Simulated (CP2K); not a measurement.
A self-consistent single point of ZrRh3 (Pm-3m, 4 atoms in the cell) with CP2K.

Method: LDA (Pade form), GPW, DZVP-MOLOPT-SR-GTH basis, GTH-PADE potentials (GTH_POTENTIALS) (CP2K).

The change in words: lattice scaled by 0.98. Reference geometry:
```xyz
4
Lattice="3.9341 0.0000 0.0000 0.0000 3.9341 0.0000 0.0000 0.0000 3.9341" Properties=species:S:1:pos:R:3 pbc="T T T"
Zr     0.0000     0.0000     0.0000
Rh     1.9671     1.9671     0.0000
Rh     0.0000     1.9671     1.9671
Rh     1.9671     0.0000     1.9671
```

Reference input (self-consistent single point, DFT LDA (Pade form), GPW, DZVP-MOLOPT-SR-GTH basis, GTH-PADE potentials (GTH_POTENTIALS)): CUTOFF = 500 Ry; REL_CUTOFF = 50 Ry; SMEAR/METHOD = FERMI_DIRAC; ELECTRONIC_TEMPERATURE = 580.23 K; KPOINTS/SCHEME = MONKHORST-PACK 6 6 6; GAMMA_CENTERED = T; XC_FUNCTIONAL = PADE; Zr/BASIS_SET = DZVP-MOLOPT-SR-GTH-q12; Zr/POTENTIAL = GTH-PADE-q12; Rh/BASIS_SET = DZVP-MOLOPT-SR-GTH-q17; Rh/POTENTIAL = GTH-PADE-q17; METHOD = GPW. This run's input differs from it in these lines:

```diff
@@ -63,5 +63,5 @@
     &CELL
-      A 3.93411000 0.00000000 0.00000000
-      B 0.00000000 3.93411000 0.00000000
-      C 0.00000000 0.00000000 3.93411000
+      A 3.85542800 0.00000000 0.00000000
+      B 0.00000000 3.85542800 0.00000000
+      C 0.00000000 0.00000000 3.85542800
       PERIODIC XYZ
@@ -70,5 +70,5 @@
       Zr       0.00000000     0.00000000     0.00000000
-      Rh       1.96705500     1.96705500     0.00000000
-      Rh       0.00000000     1.96705500     1.96705500
-      Rh       1.96705500     0.00000000     1.96705500
+      Rh       1.92771400     1.92771400     0.00000000
+      Rh       0.00000000     1.92771400     1.92771400
+      Rh       1.92771400     0.00000000     1.92771400
     &END COORD
```

The program printed (abridged):

```
 SCF WAVEFUNCTION OPTIMIZATION

  Step     Update method      Time    Convergence         Total energy    Change
     1 NoMix/Diag. 0.20E+00      -     3.42772046      -379.2318472521 -3.79E+02
     2 Broy./Diag. 0.20E+00      -     0.31269059      -382.2662460105 -3.03E+00
     3 Broy./Diag. 0.20E+00      -     0.10813821      -378.4595819879  3.81E+00
     4 Broy./Diag. 0.20E+00      -     0.16949364      -377.6208245891  8.39E-01
     5 Broy./Diag. 0.20E+00      -     0.03948596      -377.2618282505  3.59E-01
     6 Broy./Diag. 0.20E+00      -     0.00691537      -377.3321628550 -7.03E-02
   [... 4 lines left out ...]
    11 Broy./Diag. 0.20E+00      -     0.00000456      -377.5123674255  1.31E-04
    12 Broy./Diag. 0.20E+00      -     0.00000337      -377.5123457248  2.17E-05
    13 Broy./Diag. 0.20E+00      -     0.00000261      -377.5123249187  2.08E-05
    14 Broy./Diag. 0.20E+00      -     0.00000016      -377.5123199225  5.00E-06
  *** SCF run converged in    14 steps ***

  Overlap energy of the core charge distribution:               0.00000000000015
  Self energy of the core charge distribution:               -668.75329131925923
  Core Hamiltonian energy:                                    158.30256017044235
  Hartree energy:                                             172.69157233091130
  Exchange-correlation energy:                                -39.75220442137903
  Electronic entropic energy:                                  -0.00095668326158
  Fermi energy:                                                 0.62004359505594

  Total energy:                                              -377.51231992248478
  Total energy (extrapolated to T->0):                       -377.51184158085397

   [... lines left out ...]

 STRESS| Analytical stress tensor [bar]
 STRESS|                        x                   y                   z
 STRESS|      x        2.60317237322E+04  -4.78709850123E-04  -4.78716584731E-04
 STRESS|      y       -4.78709850123E-04   2.60314744741E+04  -4.78725945890E-04
 STRESS|      z       -4.78716584731E-04  -4.78725945890E-04   2.60312900919E+04
 STRESS| 1/3 Trace                                             2.60314960994E+04
```

The run converged in 14 iterations. Against the reference run the free energy falls by 32.7 meV/atom and the pressure goes from -13.45 to 2.60 GPa.

The starting cell comes from a database of computed structures (which also holds hypothetical and non-ambient phases and stackings), without a prior relaxation at this level. For this run, on top of that: lattice scaled by 0.98. Spin polarisation is off. Values carry the incompleteness of an atom-centred basis.

Cost on one core of a shared machine: roughly 70 s.
